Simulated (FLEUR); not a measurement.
FLEUR run on Ni₃Fe (Pm-3m, 4 atoms in the cell): self-consistent single point.

Level of theory: PBEsol, all-electron FLAPW (FLEUR), scalar-relativistic valence in FLEUR.

```
Ni3Fe
1.0
    3.58763     0.00000     0.00000
    0.00000     3.58763     0.00000
    0.00000     0.00000     3.58763
Fe Ni
1 3
Direct
  0.00000   0.00000   0.00000
  0.00000   0.50000   0.50000
  0.50000   0.00000   0.50000
  0.50000   0.50000   0.00000
```
Moments meant for the start (each program seeds them in its own way; μB, in the order of the atoms Fe Ni Ni Ni): 3.0 0.5 0.5 0.5.

Reference input (self-consistent single point, DFT, PBE, all-electron FLAPW (FLEUR), scalar-relativistic valence): Kmax = 3.5 1/bohr; GmaxXC = 14 1/bohr; xcFunctional = pbe; jspins = 2; l_soc = F; mode = hist; fermiSmearingEnergy = 0.00183747 Htr; mesh (inpgen div1-3) = 7 7 7; inpgen gamma flag = false; Gmax = 14 1/bohr; numbands = 0; maxIterBroyd = 15. This run's input differs from it in these lines:

```diff
@@ -16,2 +16,3 @@
 &comp jspins=2 /
+&exco xctyp='PBEs' /
 &kpt div1=7 div2=7 div3=7 /
@@ -28,3 +29,3 @@
       <coreElectrons ctail="T" frcor="F" kcrel="0" coretail_lmax="0"/>
-      <xcFunctional name="pbe" relativisticCorrections="F"/>
+      <xcFunctional name="PBEs" relativisticCorrections="F"/>
       <magnetism jspins="2"/>
```

Output, abridged:

```
 Iteration:     1   Distance:      26.51504967 me/bohr^3
 Iteration:     2   Distance:       8.97860544 me/bohr^3
 Iteration:     3   Distance:       7.41809265 me/bohr^3
 Iteration:     4   Distance:       6.82336958 me/bohr^3
 Iteration:     5   Distance:       5.03892931 me/bohr^3
   [... 17 lines left out ...]
 Iteration:    23   Distance:       0.00006431 me/bohr^3
 Iteration:    24   Distance:       0.00005848 me/bohr^3
 Iteration:    25   Distance:       0.00001599 me/bohr^3
 Iteration:    26   Distance:       0.00000512 me/bohr^3
 Run finished successfully
 Stop message:
   Structural relaxation: Done

[file out, last iteration]
             iter=     27
[...]
          total density-effective poten   -9.2702297059E+03
          total charge density-energy d   -2.4155866189E+02
 Updated energy parameters for spin:           1
 Updated energy parameters for spin:           2
[...]
 fermi energy and band-weighting factors:
    1.154666

[...]
FERMIE:
          first approx. to ef    (T=0)  :   0.323529 htr   (energy of the highest occ. eigenvalue)
          number of occ. states  (T=0)  :       1270
          first approx. to seigv (T=0)  : -42.945948 htr
          sum of weights of occ. states :  64.020408
          sum of semicore charge        :   0.000000 e
FERHIS:  Fermi-Energy by histogram:
          bandgap                     :   0.000255 htr
   [... lines left out ...]
          charge neutrality (T=0)     :   0.020408    (zero if the highest occ. eigenvalue is "entirely" occupied)
     EF_NEWTON:  Adjust Fermi-Energy by Newton-Method.
 Direct bandgap for spin            1 :    3.3889062259816971E-002  Htr
 Direct bandgap for spin            2 :    7.7729846296335503E-003  Htr
 ---->    free energy=                     -5830.2973216637 htr
   [... lines left out ...]
 ***** TOTAL FORCES ON ATOMS *****
 TOTAL FORCE FOR ATOM TYPE=  1  X=  0.000   Y=  0.000   Z=  0.000
                       FX_TOT= 0.000000 FY_TOT= 0.000000 FZ_TOT= 0.000000
 TOTAL FORCE FOR ATOM TYPE=  2  X=  0.000   Y=  3.390   Z=  3.390
                       FX_TOT= 0.000000 FY_TOT= 0.000000 FZ_TOT= 0.000000
 Structural relaxation: Done
```

The run converged in 26 iterations. FLEUR gives forces in its relaxation mode, with a further iteration, so its stop message speaks of a relaxation. Against the reference run the size of the net moment stays at 1.24 μB/atom.

The starting cell has typed, rounded lattice constants, without a prior relaxation at this level. Its lattice was rescaled by a random factor within 2.5 % of one. The magnetic order is the one reached from the typed start; others were not searched systematically. Values depend on the basis (sphere radii, cutoffs, local orbitals), which need not be converged. The log's line on a gap gives a spacing of levels on this mesh, which the program prints for metals too.

Cost on one core of a shared machine: roughly 2 min.
